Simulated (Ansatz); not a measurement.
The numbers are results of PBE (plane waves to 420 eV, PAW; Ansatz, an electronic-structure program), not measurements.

Plane-averaged electrostatic potential energy along the normal, in eV from the Fermi level, for a constructed model of the (0001) surface of hcp Re, a layer of Nb in place of the second plane (bottom of the slab: a bare face, its two planes held):

(z (Å), V (eV)): (3.72, 5.03); (4.01, 5.03); (4.30, 5.03); (4.58, 5.02); (4.87, 5.01); (5.16, 4.99); (5.44, 4.93); (5.73, 4.82); (6.02, 4.60); (6.30, 4.14); (6.59, 3.20); (6.88, 1.28); (7.16, -2.77); (7.45, -11.13); (7.73, -19.65); (8.02, -23.88); (8.31, -21.84); (8.59, -14.52); (8.88, -5.63); (9.17, -1.90); (9.45, -4.56); (9.74, -13.09); (10.03, -21.12); (10.31, -24.24); (10.60, -21.01); (10.89, -12.97); (11.17, -4.46); (11.46, -1.62); (11.74, -4.59); (12.03, -13.13); (12.32, -21.05); (12.60, -24.11); (12.89, -20.83); (13.18, -12.82); (13.46, -4.69); (13.75, -2.84); (14.04, -8.07); (14.32, -17.04); (14.61, -23.20); (14.90, -23.46); (15.18, -17.67); (15.47, -8.53); (15.76, -1.82); (16.04, -0.56); (16.33, -3.61); (16.61, -11.57); (16.90, -20.76); (17.19, -25.60); (17.47, -23.28); (17.76, -15.14); (18.05, -6.10); (18.33, -1.39); (18.62, -1.63); (18.91, -7.41); (19.19, -16.60); (19.48, -22.87); (19.77, -23.46); (20.05, -18.07); (20.34, -9.02); (20.62, -1.48); (20.91, 1.93); (21.20, 3.56); (21.48, 4.35); (21.77, 4.72); (22.06, 4.90); (22.34, 4.99); (22.63, 5.03); (22.92, 5.05); (23.20, 5.06); (23.49, 5.06); (23.78, 5.06); (24.06, 5.06)

Model: 6-atom slab, 11.4 Å thick at the start, 15x15x1 mesh, Fermi-Dirac 0.1 eV, dipole correction, 2 atoms held, the rest relaxed; held to the start's symmetry, so lower structures may exist; no spin, no spin-orbit, no U. It is one candidate, not shown to be the stable structure of the face.

The vacuum level lies 5.07 eV above the Fermi level over the top face and 5.04 eV above it under the bottom face.
